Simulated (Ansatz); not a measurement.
For SiO2 (Imma, No. 74, 12 atoms in the cell; start mp-600000; a measured phase of this formula has another space group), LDA in Ansatz (plane waves, PAW) gives:

* **cohesive energy**: 7.40 eV/atom
* **band gap**: 5.43 eV

Q: What does r²SCAN (PAW; Ansatz, a program for electronic structure) give for the same quantities?

A: 
- cohesive energy: 6.45 eV/atom (shrinks by 0.95 eV/atom)
- band gap: 6.17 eV (increases by 0.74 eV)

Changes are worked out from the printed values.

Unless a cell is named, each level is at its own relaxed cell (LDA 18.28, r²SCAN 18.50 Å³/atom).

Density-functional gaps are differences of (generalised) Kohn–Sham levels.

Caveats: the relaxation could not lower the start's symmetry, so the cell can be a saddle point above a distorted one (LDA, r²SCAN). Ansatz's density-functional and Hartree–Fock values are scalar-relativistic unless marked +SOC, with PAW data made under PBE.

A start named mp-… is a Materials Project structure, which need not be a measured phase.
